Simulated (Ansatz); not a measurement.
# TaP, response to strain

Base system: TaP (space group P-6m2, No. 187; a cell from a computed database, its experimental status unchecked; relaxed with 0.1 eV smearing).

```yaml
crystal:
  lattice:
    - [3.28277, 0.00000, 0.00000]
    - [-1.64138, 2.84296, 0.00000]
    - [0.00000, 0.00000, 3.31576]
  atoms:
    - { symbol: Ta, position: [0.66667, 0.33333, 0.00000] }
    - { symbol: P, position: [0.00000, 0.00000, 0.50000] }
```

Cartesian axes are those of the cell as printed.

Strains are applied to the cell and any free atomic positions relax.

All numbers come from Ansatz (a first-principles code) PBEsol, no spin-orbit coupling.

Notes on the quantities. pressure: mean of the normal stresses, compression positive; energy relative to the base: free energy F.

| case | pressure | energy relative to the base | space group | volume per atom |
|---|---|---|---|---|
| base | 0.0 GPa | 0 meV/atom | P-6m2 (No. 187) | 15.47 Å³ |
| isotropic strain −1.94 % | 14.7 GPa | +39 meV/atom | P-6m2 (No. 187) | 14.59 Å³ |
| uniaxial strain ε_xx = −1.40 % | 2.9 GPa | +3.0 meV/atom | Amm2 (No. 38) | 15.26 Å³ |
| uniaxial strain ε_zz = −1.52 % | 4.2 GPa | +5.1 meV/atom | P-6m2 (No. 187) | 15.24 Å³ |
| tensor shear ε_xy = −1.58 % | 0.1 GPa | +4.5 meV/atom | Pm (No. 6) | 15.47 Å³ |

Whether these cells are dynamically stable was not tested. All final runs are without spin polarisation.
